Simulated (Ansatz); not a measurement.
Input:

```xyz
2
Lattice="0.0000 2.9352 2.9352 2.9122 0.0230 2.9122 2.9122 2.9122 0.0230" Properties=species:S:1:pos:R:3 pbc="T T T"
S      4.3785     4.4028     4.4028
Cd    -0.0103     0.0000     0.0000
```

No spin polarisation.

Level of theory: Ansatz (a quantum-chemistry and plane-wave program), PBEsol, PAW, cutoff 420 eV, no spin-orbit coupling. Γ-centred 10×10×10 mesh, Fermi–Dirac width 0.05 eV.

### Question
Predict the stress and electron mass.

### Answer
* **Stress (xx, yy, zz, yz, xz, xy; compression positive)**: (-0.01, 0.00, 0.00, -0.42, 0.00, 0.00) GPa
* **Electron mass**: 0.11 mₑ (at Γ)

The levels and masses belong to the bands next to the band gap. The cells carry an imposed strain or load. Masses are band curvatures over ±0.01 Å⁻¹ around the edge. Stability against distortions was not tested. The cell was made from CdS in the zinc blende structure (space group F-43m, No. 216) by this change: tensor shear ε_yz = +0.79 %.
